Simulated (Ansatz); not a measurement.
Start from ZnSnO3 (space group R3c, No. 161; a = 5.278 Å, c = 14.009 Å (hexagonal axes)).

Level of theory: PBEsol/PAW in Ansatz (an electronic-structure program), no spin-orbit coupling, earlier PAW set.

Before the change:

- Shortest interatomic distance: 1.995 Å
- Electron mass: 0.19 mₑ (at Γ)

Now apply this change: cell and atoms relaxed at a pressure of 7 GPa.

Question: Estimate the effect on the mean gap deformation potential ΔEg/Δln V, shortest interatomic distance and electron mass.

Answer: The mean gap deformation potential ΔEg/Δln V is -6.1 eV; the shortest interatomic distance decreases by 0.022 Å, from 1.995 Å to 1.973 Å; the electron mass goes from 0.19 mₑ (at Γ) to 0.21 mₑ (at Γ).

Load acts through the strain it causes; cell and atoms are relaxed under it. Masses are band curvatures over ±0.01 Å⁻¹ around the edge. Whether these cells are dynamically stable was not tested. No other phases were tried under pressure.
